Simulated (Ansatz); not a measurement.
# A computed series for BN: response to strain

Take BN in the wurtzite structure (space group P6_3mc, No. 186; a = 2.523 Å, c = 4.175 Å) as the base.

Strains are applied to the cell and any free atomic positions relax.

Computed with LDA/PAW in Ansatz (a program for electronic structure), without spin-orbit coupling.

Notes on the quantities. energy relative to the base: free energy F.

| isotropic strain (%) | energy relative to the base (meV/atom) |
|---|---|
| 0 | 0.0 |
| 0.6 | 2.3 |
| 1.2 | 9.1 |
| 1.8 | 20.1 |
| 2.4 | ? |
| 3 | 54.0 |

**Question.** Fit ΔE = Aε² + Bε³ (ε in %) to the rows shown and predict the withheld row.

**Answer.** Least squares on the printed values gives A = 6.52 and B = -0.17 meV/atom (largest residual 0.0 meV/atom); this predicts 35.2 meV/atom, and the run gives 35.1 meV/atom, in agreement.

Stability against distortions was not tested.
